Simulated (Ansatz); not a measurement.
Input and output of a self-consistent single point for La₂O₃ (P-3m1, 5 atoms in the cell) (Ansatz, an electronic-structure program).

Method of the run: PBE with spin-orbit coupling (plane waves, PAW; Ansatz).

```xyz
5
Lattice="1.9267 -3.3371 0.0000 1.9267 3.3371 0.0000 0.0000 0.0000 5.9951" Properties=species:S:1:pos:R:3 pbc="T T T"
La     1.9267     1.1124     1.4808
La     1.9267    -1.1124     4.5143
O      0.0000     0.0000     0.0000
O      1.9267     1.1124     3.8789
O      1.9267    -1.1124     2.1163
```

Reference input (self-consistent single point, DFT, PBE, plane waves, default PAW files): basis.ecutwfc = 420 eV; kpoints.mp_grid.grid = 7 7 4; hamiltonian.xc = pbe; hamiltonian.pseudopotentials = {kind: paw} (the program's default PAW files); scf.occupations.method = fermi_dirac; scf.occupations.width = 0.02 eV. This run's input differs from it in these lines:

Ansatz 0.2 input:
```diff
@@ -20,2 +20,5 @@
     kind: paw
+magnetization:
+  noncollinear: true
+  spin_orbit: true
 scf:
```

Log, with long lists cut:

```
SCF iter   1: F=—  HF=-14222.861484 eV  |F-HF|=—  |Δ(HF+E_count)|=         —  Δρ=5.65e-2  dr2=2.42e0  dr2_m=0.00e0 (ungated)  ethr=3.10e-3  |M|=0.00e0 ∫|m|=0.00e0 μB  |m|>n=0.0e0 m-floor=0.0e0 τ_xc=0.0e0  β_m=0.30  ⟨swp⟩=4.8  Hψ=3515  notcnv=0
all-band conjugate gradients solve this SCF's bands
preconditioner: auto → Resta (q_TF=auto, 2.446 Å⁻¹)
   [... lines left out ...]
SCF iter   9: F=—  HF=-14222.505360 eV  |F-HF|=—  |Δ(HF+E_count)|=   2.30e-6  Δρ=1.17e-5  dr2=1.08e-7  dr2_m=0.00e0 (ungated)  ethr=4.54e-9  |M|=0.00e0 ∫|m|=0.00e0 μB  |m|>n=0.0e0 m-floor=0.0e0 τ_xc=0.0e0  β_m=0.98  ⟨swp⟩=2.0  Hψ=1184  notcnv=0  defer=126
SCF iter  10: F=-14222.505360 eV  HF=-14222.505360 eV  |F-HF|=1.00e-9  |Δ(HF+E_count)|=   5.71e-8  Δρ=1.46e-6  dr2=1.82e-9  dr2_m=0.00e0 (ungated)  ethr=2.50e-10  |M|=0.00e0 ∫|m|=0.00e0 μB  |m|>n=0.0e0 m-floor=0.0e0 τ_xc=0.0e0  ⟨swp⟩=19.5  Hψ=4355  notcnv=0
SCF 1 converged in 10 iterations: F = -14222.505360 eV  dr2 = 1.82e-9
Magnetization: |M| = 0.0000 μB,  M = (+0.0000, +0.0000, +0.0000) μB
Absolute magnetization: 0.0000 μB (∫|m|)
  site 0: m = (+0.0000, +0.0000, +0.0000) μB, |m| = 0.0000 μB  (R = 0.95 Å)
  site 1: m = (+0.0000, +0.0000, +0.0000) μB, |m| = 0.0000 μB  (R = 0.95 Å)
  site 2: m = (+0.0000, +0.0000, +0.0000) μB, |m| = 0.0000 μB  (R = 1.10 Å)
  site 3: m = (+0.0000, +0.0000, +0.0000) μB, |m| = 0.0000 μB  (R = 0.95 Å)
  site 4: m = (+0.0000, +0.0000, +0.0000) μB, |m| = 0.0000 μB  (R = 0.95 Å)
Free energy (F): -14222.505360 eV
Internal energy: -14222.505360 eV  (E = F + TS)
E sigma→0 (E₀):  -14222.505360 eV
Fermi energy:    12.528780 eV
--- Forces (eV/Å), atoms counted from 1 ---
  atom   1  La     0.00000000     0.00000000    -0.62758488
   [... lines left out ...]
  atom   5  O     -0.00000000     0.00000000     0.14526788
--- Stress (GPa, compression-positive) ---
       11.978835      -0.000000      -0.000000
        0.000000      11.978835       0.000000
       -0.000000       0.000000       9.888594
  P = ⅓ Tr σ = 11.2821 GPa (112.821 kbar)
  The stress holds the Pulay correction. Without it, at fixed plane waves, as pw.x and ABINIT print it: P = 10.8283 GPa
```

The run converged in 10 iterations. Against the reference run the pressure hardly changes (11.31 to 11.28 GPa), the largest force hardly changes (0.630 to 0.628 eV/Å) and the gap on the mesh goes from 3.925 to 3.910 eV.

The starting cell has typed, rounded lattice constants, without a prior relaxation at this level. Its lattice was rescaled by a random factor within 2.5 % of one. With a pressure of about 11 GPa the cell is away from its equilibrium volume at this level. Ansatz's pressure includes its estimate of the finite-basis (Pulay) stress.
